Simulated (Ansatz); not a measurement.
Defect migration in zinc-blende GaN: interstitial Zn, charge state +2. All values below come from PBE, PAW (plane waves to 420 eV; Ansatz, a first-principles code).

Settings: 64 host sites, the relaxed PBE lattice, one k-point at (0.250, 0.250, 0.250), smearing 0.01 eV, spin-restricted, no image-charge correction. No zero-point or tunnelling terms. The host's phase is taken as given; its stability against other phases was not computed. The charge state is imposed; whether it is stable for some Fermi level was not computed. Sites that were not tried may lie lower.

Barriers: single points on a 2×2×2 k-point mesh shifted by half a step at the bands' geometries.

The only route run: Zn moves alone to another site; the atom moves 3.21 Å along (0.50, 0.00, -0.50) of the unit cell; the moving atom starts with neighbours 6 Ga at 2.47; 4 N at 1.99 Å and ends with 6 Ga at 2.47; 4 N at 1.99 Å. Its barrier is 1.45 eV. The program found a first-order saddle point. The defect has 12 equivalent sites to jump to, 3.19 Å away. Attempt frequency: take 10 THz as a typical guess.

Problem. Estimate the defect's diffusion coefficient at 1000 K, how far it wanders in 1 s, and how much an error of 0.1 eV in the barrier would matter.

Solution. kT = 0.0862 eV, so each jump happens at Γ = ν exp(−E/kT) = 1.0e13 × exp(−16.83) ≈ 4.9e+05 s⁻¹. For uncorrelated jumps in a cubic host D = z λ² Γ / 6 = 12 × (3.19e-8 cm)² × 4.9e+05 / 6 ≈ 1.0e-09 cm²/s. The root-mean-square distance is √(6Dt) ≈ 800 nm. An error of 0.1 eV changes D by a factor exp(0.1/kT) ≈ 3.2, and the distance by its square root. This is the isolated defect's own diffusivity; trapping, its concentration and zero-point motion are left out.
